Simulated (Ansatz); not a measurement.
Hf: response to strain

The parent structure is Hf in the hcp (Mg type) structure (space group P6_3/mmc, No. 194; a = 3.2040 Å, c = 5.0726 Å; relaxed with 0.1 eV smearing). Axes: x lies along a and z along c of the hexagonal cell.

Strains are applied to the cell and any free atomic positions relax; under biaxial strain the out-of-plane vector relaxes too.

Calculations: Ansatz (a program for electronic structure) PBE, without spin-orbit coupling.

Notes on the quantities. pressure: mean of the normal stresses, compression positive.

```tsv
change	out-of-plane strain	shortest interatomic distance	pressure
base	–	3.139 Å	0.0 GPa
biaxial strain −2.50 %, plane normal [001], relaxed out of plane	+1.82 %	3.124 Å	3.6 GPa
biaxial strain −2.00 %, plane normal [001], relaxed out of plane	+1.44 %	3.140 Å	2.8 GPa
biaxial strain −1.50 %, plane normal [001], relaxed out of plane	+1.07 %	3.145 Å	2.1 GPa
biaxial strain −1.00 %, plane normal [001], relaxed out of plane	+0.70 %	3.143 Å	1.4 GPa
biaxial strain +0.50 %, plane normal [001], relaxed out of plane	-0.34 %	3.138 Å	-0.7 GPa
biaxial strain +1.00 %, plane normal [001], relaxed out of plane	-0.68 %	3.136 Å	-1.3 GPa
biaxial strain +1.50 %, plane normal [001], relaxed out of plane	-1.01 %	3.135 Å	-1.9 GPa
biaxial strain +2.00 %, plane normal [001], relaxed out of plane	-1.34 %	3.134 Å	-2.5 GPa
biaxial strain +3.00 %, plane normal [001], relaxed out of plane	-1.99 %	3.132 Å	-3.7 GPa
```

Whether these cells are dynamically stable was not tested. All final runs are without spin polarisation.
